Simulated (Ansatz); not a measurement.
Amorphous Si24O48H2

A CHGNet melt-quench gave the starting glass, which DFT then relaxed. O atoms were pushed apart under 1.9 Å during the dynamics, to hinder bonds among them. The hot cell started wider than the set density and was brought back towards it in steps. It is the lowest in DFT energy of 2 quenches. It is a model cell: composition and starting density were chosen by hand, and all elements were melted together. No dispersion term was used.

Methods: PBE, scalar-relativistic without spin-orbit coupling (Ansatz, an electronic-structure program); r2SCAN, scalar-relativistic without spin-orbit coupling (Ansatz). Geometry, pressure, stress and energy are those of the PBE run. Its sampling: a 2×2×2 Γ-centred mesh; Fermi-Dirac width 0.02 eV; no spin polarisation. Other functionals are single points at the zone centre (r2SCAN at 500 eV), free to take moments where seeds were set. The usual formal charges leave 2 electrons over, so the level spacing at the Fermi energy parts defect or band states and needn't be the band gap. At PBE the levels at the filled edge of the gap are localised (band-tail or defect states), and the nearest spread-out levels lie 5.3 eV apart at the zone centre.

```json
{
 "number_of_atoms_in_the_cell": "74",
 "Density (held, not predicted)": "2.02 g/cm³",
 "volume_per_atom": "16.06 Å³",
 "Pressure on a 2×2×2 Γ-centred mesh": "-2.21 GPa",
 "Largest force and stress component on that mesh (the relaxation ran on the zone centre alone)": "0.06 eV/Å and 2.3 GPa",
 "Energy relative to alpha cristobalite + H2 gas (lowest mix at this level among the phases computed, not always the ambient ones)": "134 meV/atom",
 "Level spacing at the Fermi energy on a 2×2×2 Γ-centred mesh (PBE)": "3.52 eV",
 "Level spacing at the Fermi energy at the zone centre (PBE)": "3.58 eV",
 "Level spacing at the Fermi energy at the zone centre (r2SCAN)": "4.09 eV"
}
```

Cut-offs for bonds: Si-Si 2.60 Å, Si-O 1.98 Å, Si-H 1.70 Å, O-O 1.58 Å, O-H 1.16 Å, H-H 0.90 Å. Two cations that share two anions don't count as bonded, nor two that share one unless they lie closer than Si-Si 2.38 Å.

```yaml
Mean coordination of Si by anions: 3.96 (1 with 3, 23 with 4); 2 close contacts or bonds to cations besides
Mean coordination of O: 2.02 (47 with 2, 1 with 3)
Mean coordination of H: 1.00 (2 with 1)
Mean Si-O bond: 1.650 Å (spread 0.039 Å, 95 counted)
Mean Si-Si bond: 2.523 Å (spread 0.000 Å, 1 counted)
```

Its density started from a set value of 2.02 g/cm³. The quench (nominally 390 K/ps over its main leg) was far faster than any real one, so the model tends to hold more defects than a real film. Values belong to this one cell and scatter from quench to quench. The volume was held where the preparation left it and the shape relaxed, at a PBE pressure of -2.2 GPa (tension). Stress components on the final sampling reach 2.3 GPa.
